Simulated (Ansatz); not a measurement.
The reference is HfO₂ in the fluorite structure (space group Fm-3m, No. 225; a = 5.058 Å).

Calculations: r2SCAN/PAW in Ansatz (an electronic-structure program), no spin-orbit coupling.

For the base:

Electron mass: 1.1 mₑ along k, 0.76 mₑ across (at X)
Hole mass: 0.28 mₑ along k, 2.9 mₑ across (at X)

It is then changed as follows: every lattice vector is stretched by 0.81 %, atoms relaxed at fixed cell.

**Question.** How does this affect the electron mass and hole mass?

**Answer.** The electron mass changes from 1.1 mₑ along k, 0.76 mₑ across (at X) to 1.2 mₑ along k, 0.77 mₑ across (at X); the hole mass changes from 0.28 mₑ along k, 2.9 mₑ across (at X) to 0.29 mₑ along k, 3.0 mₑ across (at X).

With Hf present, leaving out spin-orbit coupling can change the band edges. The levels and masses belong to the bands next to the band gap. The cells carry an imposed strain or load. Masses are band curvatures over ±0.01 Å⁻¹ around the edge. Along k means along the line from Γ to the band edge. Whether these cells are dynamically stable was not tested. This is not the structure that HfO2 has at room temperature and ambient pressure.
